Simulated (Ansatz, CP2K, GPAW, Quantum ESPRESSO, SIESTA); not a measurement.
**Mg₆CoMo (Amm2, 8 atoms in the cell) computed with different codes at matched settings**

Self-consistent single point, at a second geometry (lattice scaled by 0.98). First geometry:

```
Mg6CoMo
1.0
    4.77093     0.00000     0.00000
    0.00000     2.99149     5.60744
    0.00000    -2.99149     5.60744
Mg Co Mo
6 1 1
Direct
  0.00000   0.34487   0.82067
  0.00000   0.82067   0.34487
  0.00000   0.32590   0.32590
  0.50000   0.16577   0.67963
  0.50000   0.67963   0.16577
  0.50000   0.17115   0.17115
  0.00000   0.79786   0.79786
  0.50000   0.69416   0.69416
```

Shared settings, as Ansatz (a program for electronic structure) writes them: kpoints.mp_grid.grid = 4 3 3; scf.occupations.method = fermi_dirac; scf.occupations.width = 0.0073 Ry. Potentials and cutoffs stand in the table.

```
code                                                                                                                                      model  ΔF from the first geometry (meV/atom)  pressure (GPa)  largest force (eV/Å)        cutoff
----------------  -----------------------------------------------------------------------------------------------------------------------------  -------------------------------------  --------------  --------------------  ------------
GPAW                                                                                      PBEsol, GPAW PAW datasets PBEsol (made by gpaw-setup)                                  -31.2           -2.60                 0.229        800 eV
CP2K                                                                 PBEsol, GPW, DZVP-MOLOPT-SR-GTH basis, GTH-PBE potentials (GTH_POTENTIALS)                                  -20.6           -0.63                 0.592  grid 1000 Ry
Quantum ESPRESSO                                                          PBEsol, PseudoDojo standard norm-conserving (PBESOL) pseudopotentials                                  -31.2           -2.59                 0.239        100 Ry
SIESTA            GGA PBEsol, numerical atomic orbitals DZP, PseudoDojo PBEsol standard norm-conserving potentials (rewritten from UPF to PSML)                                  -12.7            0.10                     –   grid 400 Ry
Ansatz                                                                                                          PBEsol, PAW files made with PBE                                  -31.7           -2.67                 0.243       30.9 Ry
```

Size of the force on each atom (eV/Å): Sizes of forces hide their directions.

```
code                Mg1    Mg2    Mg3    Mg4    Mg5    Mg6    Co7    Mo8
----------------  -----  -----  -----  -----  -----  -----  -----  -----
GPAW              0.110  0.110  0.020  0.102  0.102  0.014  0.216  0.229
CP2K              0.316  0.316  0.592  0.199  0.199  0.326  0.287  0.358
Quantum ESPRESSO  0.117  0.117  0.019  0.103  0.103  0.017  0.236  0.239
Ansatz            0.118  0.118  0.021  0.102  0.102  0.014  0.239  0.243
```

A dash marks a value that a program does not give, or that is left out as unsure.

On Ansatz's run: spin polarisation is off.

The spread over the programs that give each value: ΔF from the first geometry within 19.0 meV/atom; pressure within 2.77 GPa; largest force within 0.363 eV/Å.

CP2K and SIESTA use small atom-centred bases, whose incompleteness enters pressures, forces and empty levels differently from a plane-wave cutoff. Ansatz's pressure is given at a fixed set of plane waves, as the other plane-wave codes print theirs. In the pressure, CP2K (by 1.97) and SIESTA (by 2.70) lie more than 1 GPa from the median of the plane-wave programs. In the force vectors, CP2K (by 0.572) lies more than 0.08 eV/Å from the median of the plane-wave programs.

The shared mesh is coarse (it stands for a supercell whose shortest vector is 18 Å), so the values are not converged in it.

The starting cell comes from a database of computed structures (which also holds hypothetical and non-ambient phases and stackings), without a prior relaxation at this level. Its lattice was rescaled by a random factor within 2.5 % of one. For this run, on top of that: lattice scaled by 0.98.

Keys are those of Ansatz 0.2.
